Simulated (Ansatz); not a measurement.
The starting structures come from a database of crystals and need not be the phases stable at ambient conditions.

The decay constant κ of evanescent states in the gap governs leakage through a thin film.

Data:

```
InHO2
1.0
    4.59052     0.00000     0.00000
    0.00000     5.30213     0.00000
    0.00000     0.00000     3.29850
In H O
2 2 4
Direct
  0.27206   0.99965   0.00000
  0.72794   0.49965   0.50000
  0.19890   0.52089   0.00000
  0.80110   0.02089   0.50000
  0.47718   0.36149   0.00000
  0.52282   0.86149   0.50000
  0.01842   0.63597   0.00000
  0.98158   0.13597   0.50000
```

Space group of this cell: Pmn2_1. The cell is taken as given; by r2SCAN its mean pressure is -0.6 GPa.

Transport runs along the normal of the first two printed cell vectors.

The gap is the functional's own, uncorrected, and κ follows it; spin-orbit coupling is left out. Mid-gap values are interpolated between the computed energies.

Problem. Estimate the band gap and the smallest decay constant κ at mid-gap that r2SCAN in Ansatz (a program for electronic structure) returns for this system.

Solution. Gap 2.55 eV on a 8×6×10 mesh; κ = 0.236 1/Å, at the zone centre.
